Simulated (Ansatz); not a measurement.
**TlBr: isotropic strain −3.00 %**

Start from TlBr in the CsCl type structure (space group Pm-3m, No. 221; a = 3.840 Å).

Modification: the cell is scaled by 0.9700 in all directions, atoms relaxed at fixed cell.

Calculations: LDA (Ansatz, a quantum-chemistry and plane-wave program, PAW, scalar-relativistic without spin-orbit coupling). k-mesh 9×9×9 (Γ-centred); smearing 0.05 eV (Fermi–Dirac).

The volume per atom shrinks by 2.47 Å³ (28.30 Å³ → 25.83 Å³) and the space group stays Pm-3m (No. 221). The shortest interatomic distance shrinks by 0.100 Å to 3.225 Å and the energy goes up by 27 meV/atom. The pressure rises by 3.87 GPa (-0.01 GPa → 3.86 GPa) and the band gap drops by 0.390 eV (1.37 eV → 0.97 eV). The gap character goes from direct at X to indirect, X → R and the smallest direct gap decreases by 0.295 eV (1.37 eV → 1.07 eV). The electron mass (degenerate bands, along [100]) comes out as 0.19, 0.28, 0.28 mₑ (at R) and the hole mass changes from 0.16 mₑ along k, 0.39 mₑ across (at X) to 0.11 mₑ along k, 0.34 mₑ across (at X). The valley order (the lowest conduction-band minima on the path, energy above the VBM, named in the base's zone) changes from X along ⟨100⟩ 1.37 eV; R along ⟨111⟩ 1.49 eV to R along ⟨111⟩ 0.97 eV; X along ⟨100⟩ 1.07 eV.

With Tl present, leaving out spin-orbit coupling can change the band edges. Effective masses come from finite differences of ±0.01 Å⁻¹. Along k means along the line from Γ to the band edge. No phonon test of stability was made.
